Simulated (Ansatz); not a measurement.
The structure below was relaxed with PBE in Ansatz (plane waves to 420 eV, PAW, scalar-relativistic without spin-orbit coupling), earlier PAW set.

```yaml
crystal:
  lattice:
    - [-1.96621, 2.88342, 5.76954]
    - [1.96621, -2.88342, 5.76954]
    - [1.96621, 2.88342, -5.76954]
  atoms:
    - { symbol: Li, position: [0.00000, 0.00000, 0.00000] }
    - { symbol: Na, position: [0.50000, 0.50000, 0.00000] }
    - { symbol: Na, position: [0.76432, 0.26432, 0.50000] }
    - { symbol: Na, position: [0.23568, 0.73568, 0.50000] }
```

Task: Find the space group and the Wyckoff positions.

Result: Space group Immm (No. 71); a = 3.932 Å, b = 5.767 Å, c = 11.539 Å, α = β = γ = 90.00°

```json
[
 {"atom": "Li", "site": "2a", "symmetry": "mmm", "x": "0.0000", "y": "0.0000", "z": "0.0000"},
 {"atom": "Na", "site": "2c", "symmetry": "mmm", "x": "0.0000", "y": "0.0000", "z": "0.5000"},
 {"atom": "Na", "site": "4j", "symmetry": "mm2", "x": "0.5000", "y": "0.0000", "z": "0.2357"}
]
```

Each cell is one ordered arrangement of few atoms, which overstates ordering effects compared with a random alloy. Stability against distortions was not tested. The cell was made from Li by this change: x(Na) = 0.75, 4 atoms, Immm.

Ansatz is a quantum-chemistry and plane-wave program.
